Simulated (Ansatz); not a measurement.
Output of an Ansatz run (abridged):

```
WARN ansatz: RAYON_NUM_THREADS=1 ignored (pool sized by the plan → 1); use --threads N
Pseudopotentials: kind: paw
Pseudopotential: Zr, paw, valence charge 12
Pseudopotential: Ni, paw, valence charge 18
Crystal: 4 atoms, lattice volume = 67.133 Å³
Basis set: ecut = 420 eV, 1301 PW (Γ), exchange–correlation on 72×72×60 points (8 copies of the dense FFT grid, shifted against one another)
Bands: 36, of which v1, the nominal top of the filled ones, is band 30 counted from 1 (29 counted from 0)
Symmetry: 2 space group operations
Space group: Cm (ITA 8), of the structure as read, at distance tolerance 4.1e-5 Å
k-points: 160 of 567 (time reversal used)
PAW frozen core: Zr, regenerated for the run's functional, and the local potential with it
PAW frozen core: Ni, regenerated for the run's functional, and the local potential with it
Initial density: superposition of atomic densities (neutral atoms: chi_scale 0, normalization atom), corrected by the library's trained network
Initial wavefunctions: pseudopotential atomic-orbital guess
Eigensolver: davidson
Functional: x = pbesol(κ = 0.804, μ = 0.12345679012345678), c = pbesol(β = 0.046)
SCF iter   1: F=—  HF=-19869.145192 eV  |F-HF|=—  |Δ(HF+E_count)|=         —  Δρ=2.71e-2  dr2=3.31e-1  ethr=1.77e-3  ⟨swp⟩=4.6  Hψ=18214  notcnv=0
all-band conjugate gradients solve this SCF's bands
preconditioner: auto → Kerker (q_TF=auto, 2.678 Å⁻¹)
SCF iter   2: F=—  HF=-19869.117759 eV  |F-HF|=—  |Δ(HF+E_count)|=   2.74e-2  Δρ=7.18e-3  dr2=2.62e-2  ethr=5.52e-4  ⟨swp⟩=2.0  Hψ=7661  notcnv=0
SCF iter   3: F=—  HF=-19869.115341 eV  |F-HF|=—  |Δ(HF+E_count)|=   2.42e-3  Δρ=1.74e-3  dr2=1.91e-3  ethr=4.37e-5  ⟨swp⟩=1.0  Hψ=5760  notcnv=0
SCF iter   4: F=—  HF=-19869.115080 eV  |F-HF|=—  |Δ(HF+E_count)|=   2.61e-4  Δρ=3.94e-4  dr2=9.24e-5  ethr=3.19e-6  ⟨swp⟩=2.4  Hψ=8357  notcnv=0
SCF iter   5: F=—  HF=-19869.115076 eV  |F-HF|=—  |Δ(HF+E_count)|=   3.53e-6  Δρ=7.42e-5  dr2=4.18e-6  ethr=1.54e-7  ⟨swp⟩=1.7  Hψ=6870  notcnv=0
SCF iter   6: F=—  HF=-19869.115076 eV  |F-HF|=—  |Δ(HF+E_count)|=   4.48e-7  Δρ=2.38e-5  dr2=2.60e-7  ethr=6.97e-9  ⟨swp⟩=2.5  Hψ=10123  notcnv=0
SCF iter   7: F=-19869.115076 eV  HF=-19869.115076 eV  |F-HF|=1.52e-8  |Δ(HF+E_count)|=   3.70e-8  Δρ=5.90e-6  dr2=2.39e-8  ethr=1.67e-10  ⟨swp⟩=4.1  Hψ=21054  notcnv=0
SCF 1 converged in 7 iterations: F = -19869.115076 eV  dr2 = 2.39e-8
SCF converged after 7 iterations
Free energy (F): -19869.115076 eV
Harris-Foulkes:  -19869.115076 eV  (|F-HF|=1.52e-8)
Internal energy: -19869.016852 eV  (E = F + TS)
E sigma→0 (E₀):  -19869.065964 eV
Entropy (-TS):   -0.098224 eV (-24.556 meV/atom)
Fermi energy:    15.486313 eV
--- Per-component energies (eV) ---
  E_band       = -830.277313
  E_kinetic    = 1233.242960
  E_local      = -9884.118454  (includes V_loc(G=0)·N_el)
  E_nonlocal   = 1430.376878
  E_hartree    = 4098.546220
  E_xc         = -490.902907
  E_vxc        = -600.658289  (∫ρ·V_xc dr)
  E_paw        = -8987.416066  (= ΣΔE_a)
  E_vpaw       = -1206.200349  (= ΣTr[D̂ρ^β])
  E_aug_tail   = 0.001050  (compensation charges beyond the density's cutoff)
  E_ewald      = -7269.472551
  E_core_change = 0.726019  (= ΣΔE_core)
  E_smearing   = -0.098224  (= −TS)
  E_closure    = 0.000000  (closes the sum)
  Σ components = -19869.115076   (vs F -19869.115076, Δ=0.00e0)
--- Forces (eV/Å), atoms counted from 1 ---
  atom   1  Zr     0.00000000    -0.03541534    -0.30337297
  atom   2  Zr     0.00000000     0.03052249     0.09364507
  atom   3  Ni     0.00000000    -0.10722454     0.04985299
  atom   4  Ni     0.00000000     0.11211235     0.15987602
  max |Σ_I F_I| component: 5.05e-6 eV/Å
--- Stress (GPa, compression-positive) ---
       -4.323619       0.000000       0.000000
        0.000000      -6.087893      -0.081082
        0.000000      -0.081083      -5.262932
  P = ⅓ Tr σ = -5.2248 GPa (-52.248 kbar)
  The stress holds the Pulay correction. Without it, at fixed plane waves, as pw.x and ABINIT print it: P = -5.2608 GPa
--- Band table (eV; the first three rows and the last of 160) ---
  k-point 0: bands = ["-87.6446", "-87.6383", "-48.2439", "-48.2091", "-48.1654", "-48.1583", "-48.1531", "-48.1312", "-33.2326", "-33.1737", "-11.4413", "-11.3873", "-11.1680", "-11.1076", "-11.0724", "-11.0540", "8.4481", "11.3698", "11.7835", [...]
  k-point 1: bands = ["-87.6444", "-87.6385", "-48.2429", "-48.2116", "-48.1651", "-48.1585", "-48.1513", "-48.1317", "-33.2290", "-33.1759", "-11.4233", "-11.3898", "-11.1914", "-11.1054", "-11.0890", "-11.0571", "8.6931", "11.4224", "11.7484", [...]
  k-point 2: bands = ["-87.6439", "-87.6390", "-48.2397", "-48.2178", "-48.1645", "-48.1591", "-48.1471", "-48.1332", "-33.2195", "-33.1825", "-11.3901", "-11.3747", "-11.2476", "-11.1358", "-11.0990", "-11.0653", "9.3825", "11.4828", "11.8227", [...]
  k-point 159: bands = ["-87.6444", "-87.6385", "-48.2428", "-48.2117", "-48.1651", "-48.1585", "-48.1512", "-48.1319", "-33.2107", "-33.1935", "-11.3905", "-11.3355", "-11.2235", "-11.1643", "-11.1245", "-11.0369", "9.8513", "10.8355", "11.8163", [...]
```

The structure:

```xyz
4
Lattice="1.6394 -5.0462 0.0000 1.6394 5.0462 0.0000 0.0000 0.0000 4.0574" Properties=species:S:1:pos:R:3 pbc="T T T"
Zr     1.6394    -1.3910     1.0644
Zr     1.6394     1.3910     3.0431
Ni     1.6394    -4.2068     1.0144
Ni     1.6394     4.2068     3.0431
```

Q: Reconstruct the input of this run.

A: Other spellings and defaults could give the same log, and not every line can be read from it. The input that was run (DFT, PBEsol, plane waves, default PAW files made with PBE):

Ansatz 0.2 input:
```yaml
crystal:
  lattice:
    - [1.639411, -5.046226, 0.000000]
    - [1.639411, 5.046226, 0.000000]
    - [0.000000, 0.000000, 4.057416]
  atoms:
    - { symbol: Zr, position: [0.637830, 0.362170, 0.262323] }
    - { symbol: Zr, position: [0.362170, 0.637830, 0.750000] }
    - { symbol: Ni, position: [0.916830, 0.083170, 0.250000] }
    - { symbol: Ni, position: [0.083170, 0.916830, 0.750000] }
basis:
  ecutwfc: 420.0 eV
kpoints:
  mp_grid: { grid: [9, 9, 7] }
hamiltonian:
  xc: pbesol
  pseudopotentials: { kind: paw }
scf:
  occupations: { method: fermi_dirac, width: 0.1 eV }
output:
  forces: true
  eigenvalues: true
  stress: true
```

The starting cell comes from a database of computed structures (which also holds hypothetical and non-ambient phases and stackings), without a prior relaxation at this level. Its lattice was rescaled by up to half a per cent. One atom was moved a little off its site on purpose. Spin polarisation is off. With a pressure of about -5 GPa the cell is away from its equilibrium volume at this level. Ansatz's pressure includes its estimate of the finite-basis (Pulay) stress.

Ansatz is a program for electronic structure.
